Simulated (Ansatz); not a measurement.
For GaS (R-3m, No. 166, 4 atoms in the cell; start mp-9889; a measured phase of this formula has another space group), LDA in Ansatz (PAW) gives:

- equilibrium lattice constant a: 3.546 Å
- c axis length: 22.736 Å
- bulk modulus: 30.2 GPa
- cohesive energy: 4.32 eV/atom
- band gap: 1.40 eV

Question: What does PBEsol (PAW; Ansatz, a program for electronic structure) give for the same quantities?

Answer: 
- lattice constant a: 3.579 Å (goes up by 0.9 %)
- lattice parameter c: 23.895 Å (increases by 5.1 %)
- bulk modulus: 10.9 GPa (drops by 64 %)
- cohesive energy: 3.88 eV/atom (drops by 0.44 eV/atom)
- band gap: 1.72 eV (increases by 0.32 eV)

Changes are worked out from the printed values.

Unless a cell is named, each level is at its own relaxed cell (LDA 20.63, PBEsol 22.09 Å³/atom).

Levels without +SOC have no spin–orbit coupling; where heavier elements are present it shifts gaps, mostly down, and can invert bands. Density-functional gaps are differences of (generalised) Kohn–Sham levels.

Caveats: the bulk modulus is −V dP/dV from two relaxed cells at ±2 % in volume (LDA, PBEsol); the relaxation could not lower the start's symmetry, so the cell can be a saddle point above a distorted one (LDA, PBEsol). Ansatz's density-functional and Hartree–Fock values are scalar-relativistic unless marked +SOC, with PAW data made under PBE.

A start named mp-… is a Materials Project structure, which need not be a measured phase.
